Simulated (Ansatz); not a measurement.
L1₂ (Cu3Au-type) Ni3Al was calculated with r²SCAN-D4 (Ansatz, a quantum-chemistry and plane-wave program, PAW).

Run with plane-wave cutoff 500 eV, 16×16×16 k mesh, Fermi–Dirac smearing 0.1 eV, spin-polarised with parallel moments, scalar-relativistic PAW data made under PBE.

Computed at the level's own relaxed cell.

Question: Estimate the equilibrium volume per atom and equilibrium lattice constant a that the calculation returns.

Answer: 
equilibrium volume per atom: 10.86 Å³/atom
equilibrium lattice constant a: 3.515 Å

Measured, for comparison: equilibrium volume per atom 11.39 Å³/atom, lattice constant a 3.572 Å (temperature not stated, no zero-point or thermal correction; as tabulated in Tensorial elastic properties and stability of interface states associated with …). Computed (rounded) less measured: equilibrium volume per atom -4.7 %, lattice constant a -1.6 %. A static lattice is as a rule a little smaller and stiffer than an uncorrected measurement, which narrows the difference in the lattice constant a and would widen misses of the other sign.

Static lattice: no zero-point or thermal effects.

Cost on a shared machine: around 3 core-minutes (rough).
